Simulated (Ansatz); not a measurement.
HfO₂ in the fluorite structure (space group Fm-3m, No. 225)

```
CELL_PARAMETERS angstrom
      0.00000     2.52923     2.52923
      2.52923     0.00000     2.52923
      2.52923     2.52923     0.00000
ATOMIC_POSITIONS crystal
  Hf 0.00000 0.00000 0.00000
  O  0.25000 0.25000 0.25000
  O  0.75000 0.75000 0.75000
```

Computed with r2SCAN (Ansatz, a program for electronic structure), without spin-orbit coupling. Settings: 11×11×11 k-points, 0.05 eV Fermi–Dirac smearing.

```yaml
volume_per_atom: 10.79 Å³
density: 10.80 g/cm³
band_gap: 4.30 eV, direct at X
electron_mass: 1.1 mₑ along k, 0.76 mₑ across
hole_mass: 0.28 mₑ along k, 2.9 mₑ across
total_energy: -5625.397 eV/atom (σ→0; compares only within this code and set-up)
```

With Hf present, leaving out spin-orbit coupling can change the band edges. Masses are band curvatures over ±0.01 Å⁻¹ around the edge. Along k means along the line from Γ to the band edge. No phonon test of stability was made. This is not the structure that HfO2 has at room temperature and ambient pressure.
